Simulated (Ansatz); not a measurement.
Here is the system:

End structure of a constructed model of the (0001) surface of hcp Os, a layer of Au in place of the second plane (bottom of the slab: a bare face, its two planes held):

```yaml
crystal:
  lattice:
    - [2.75423, 0.00000, 0.00000]
    - [-1.37712, 2.38523, 0.00000]
    - [0.00000, 0.00000, 27.00000]
  atoms:
    - { symbol: Os, position: [0.66667, 0.33333, 0.30055] }
    - { symbol: Os, position: [0.33333, 0.66667, 0.38104] }
    - { symbol: Os, position: [0.66667, 0.33333, 0.46102] }
    - { symbol: Os, position: [0.33333, 0.66667, 0.53918] }
    - { symbol: Au, position: [0.66667, 0.33333, 0.62980] }
    - { symbol: Os, position: [0.33333, 0.66667, 0.71781] }
```

Model: 6-atom slab, 10.8 Å thick at the start, 16x16x1 mesh, Fermi-Dirac 0.1 eV, dipole correction, 2 atoms held, the rest relaxed; held to the start's symmetry, so lower structures may exist; no spin, no spin-orbit, no U. It is one candidate, not shown to be the stable structure of the face.

### Question
What is the computed work function of the top face (PBE in Ansatz, an electronic-structure program)?

### Answer
5.78 eV
